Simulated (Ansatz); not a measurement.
Input and output of a self-consistent single point for a (001) slab of Pb (cut from a parent of space group no. 194; 4 atoms in the cell) (Ansatz, a first-principles code).

Method of the run: PBEsol, default PAW files made with PBE (plane waves; Ansatz).

```
Pb
1.0
    3.45423     0.00000     0.00000
   -1.72712     2.99145     0.00000
    0.00000     0.00000    22.95110
Pb
4
Direct
  0.33333   0.66667   0.30500
  0.66667   0.33333   0.43500
  0.33333   0.66667   0.56500
  0.66667   0.33333   0.69500
```

Reference input (self-consistent single point, DFT, PBEsol, plane waves, default PAW files made with PBE): basis.ecutwfc = 420 eV; kpoints.mp_grid.grid = 10 10 1; hamiltonian.xc = pbesol; hamiltonian.pseudopotentials = {kind: paw} (the program's default PAW files); scf.occupations.method = gaussian; scf.occupations.width = 0.1 eV. This run's input differs from it in these lines:

Ansatz 0.2 input:
```diff
@@ -15,3 +15,3 @@
   mp_grid:
-    grid: [10, 10, 1]
+    grid: [11, 11, 1]
 hamiltonian:
```

Log, with long lists cut:

```
SCF iter   1: F=—  HF=-47019.188786 eV  |F-HF|=—  |Δ(HF+E_count)|=         —  Δρ=1.61e-3  dr2=4.65e-2  ethr=1.77e-3  ⟨swp⟩=8.2  Hψ=2557  notcnv=0
all-band conjugate gradients solve this SCF's bands
preconditioner: auto → LDOS
SCF iter   2: F=—  HF=-47019.187201 eV  |F-HF|=—  |Δ(HF+E_count)|=   1.59e-3  Δρ=8.93e-4  dr2=1.88e-3  ethr=8.31e-5  ⟨swp⟩=2.7  Hψ=1151  notcnv=0  defer=7
   [... lines left out ...]
SCF iter   4: F=—  HF=-47019.186616 eV  |F-HF|=—  |Δ(HF+E_count)|=   1.48e-4  Δρ=1.55e-4  dr2=1.03e-4  ethr=1.61e-6  ⟨swp⟩=2.1  Hψ=969  notcnv=0  defer=7
SCF iter   5: F=—  HF=-47019.186602 eV  |F-HF|=—  |Δ(HF+E_count)|=   1.43e-5  Δρ=3.09e-5  dr2=6.07e-6  ethr=1.83e-7  ⟨swp⟩=2.3  Hψ=974  notcnv=0  defer=7
SCF iter   6: F=—  HF=-47019.186530 eV  |F-HF|=—  |Δ(HF+E_count)|=   7.22e-5  Δρ=5.55e-6  dr2=1.20e-7  ethr=1.08e-8  ⟨swp⟩=2.6  Hψ=984  notcnv=0  defer=7
SCF iter   7: F=-47019.186530 eV  HF=-47019.186530 eV  |F-HF|=1.89e-9  |Δ(HF+E_count)|=   4.23e-9  Δρ=1.16e-6  dr2=3.72e-9  ethr=1.79e-10  ⟨swp⟩=9.9  Hψ=2872  notcnv=0
SCF 1 converged in 7 iterations: F = -47019.186530 eV  dr2 = 3.72e-9
Free energy (F): -47019.186530 eV
Internal energy: -47019.169098 eV  (E = F + TS)
E sigma→0 (E₀):  -47019.177814 eV
Entropy (-TS):   -0.017432 eV (-4.358 meV/atom)
Fermi energy:    3.747033 eV
--- Forces (eV/Å), atoms counted from 1 ---
  atom   1  Pb     0.00000000     0.00000000     0.37455911
  atom   2  Pb     0.00000000    -0.00000000    -0.31066083
  atom   3  Pb     0.00000000     0.00000000     0.31066083
  atom   4  Pb     0.00000000    -0.00000000    -0.37455911
--- Stress (GPa, compression-positive) ---
       -0.927963       0.000000      -0.000000
       -0.000000      -0.927963       0.000000
        0.000000       0.000000      -1.638843
  P = ⅓ Tr σ = -1.1649 GPa (-11.649 kbar)
  The stress holds the Pulay correction. Without it, at fixed plane waves, as pw.x and ABINIT print it: P = -1.1749 GPa
```

The run converged in 7 iterations. Against the reference run the free energy hardly moves (within 1 meV/atom) and the largest force goes from 0.363 to 0.375 eV/Å.

The starting cell comes from a database of computed structures (which also holds hypothetical and non-ambient phases and stackings), without a prior relaxation at this level. The slab is cut from that crystal, and its faces are unrelaxed. Its lattice was rescaled by up to half a per cent. Spin-orbit coupling is off.
